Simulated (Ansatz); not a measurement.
Bi2Te2Se: response to strain

The reference is Bi2Te2Se (space group R-3m, No. 166; a = 4.304 Å, c = 30.843 Å (hexagonal axes); a cell from a computed database, its experimental status unchecked). Axes: x lies along a and z along c of the hexagonal cell.

Strains are applied to the cell and any free atomic positions relax; under biaxial strain the out-of-plane vector relaxes too.

Method: Kohn–Sham DFT with the r2SCAN+rVV10 functional, run in Ansatz (a first-principles code) with PAW and 500 eV plane waves, no SOC.

Notes on the quantities. pressure: mean of the normal stresses, compression positive; energy relative to the base: free energy F.

| variant | pressure | gap character | energy relative to the base | band gap | volume per atom |
|---|---|---|---|---|---|
| base | 0.00 GPa | direct at Γ | 0 meV/atom | 0.51 eV | 32.98 Å³ |
| biaxial strain −4.80 %, plane normal [001], relaxed out of plane | 2.83 GPa | indirect, Γ → k = (0, 1/3, 0.222) in the run's primitive reciprocal basis | +40 meV/atom | 0.71 eV | 31.43 Å³ |
| biaxial strain +1.22 %, plane normal [001], relaxed out of plane | -0.59 GPa | direct at Γ | +2.2 meV/atom | 0.39 eV | 33.33 Å³ |
| biaxial strain +3.47 %, plane normal [001], relaxed out of plane | -1.56 GPa | direct at Γ | +17 meV/atom | 0.14 eV | 33.90 Å³ |
| biaxial strain +3.89 %, plane normal [001], relaxed out of plane | -1.73 GPa | direct at Γ | +21 meV/atom | 0.09 eV | 34.00 Å³ |

Spin-orbit coupling, missing from the scalar runs, can matter with Bi and Te. No phonon test of stability was made. A zero or small gap of Bi2Te2Se under biaxial strain +3.47 %, plane normal [001], relaxed out of plane and Bi2Te2Se under biaxial strain +3.89 %, plane normal [001], relaxed out of plane can be the functional's error rather than a property of the material.
